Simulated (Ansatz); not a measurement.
# Spinel Na₂MoO₄

The numbers are results of r²SCAN (Ansatz, an electronic-structure program, plane waves, PAW), not measurements.

Settings: plane-wave cutoff 500 eV, 8×8×8 k mesh, Fermi–Dirac smearing 0.05 eV, no spin polarisation, scalar-relativistic PAW data made under PBE.

Cell (relaxed at this level):

```
CELL_PARAMETERS angstrom
      0.00000     4.53348     4.53348
      4.53348     0.00000     4.53348
      4.53348     4.53348     0.00000
ATOMIC_POSITIONS crystal
  Na 0.62500 0.62500 0.62500
  Na 0.12500 0.62500 0.62500
  Na 0.62500 0.62500 0.12500
  Na 0.62500 0.12500 0.62500
  Mo 0.00000 0.00000 0.00000
  Mo 0.25000 0.25000 0.25000
  O  0.36292 0.36292 0.36292
  O  0.33877 0.88708 0.88708
  O  0.36292 0.36292 0.91123
  O  0.88708 0.33877 0.88708
  O  0.91123 0.36292 0.36292
  O  0.88708 0.88708 0.88708
  O  0.36292 0.91123 0.36292
  O  0.88708 0.88708 0.33877
```

```json
{
 "band_gap": "4.86 eV (on the SCF k mesh)"
}
```

Spin–orbit coupling is not included.

Static lattice: no zero-point or thermal effects.
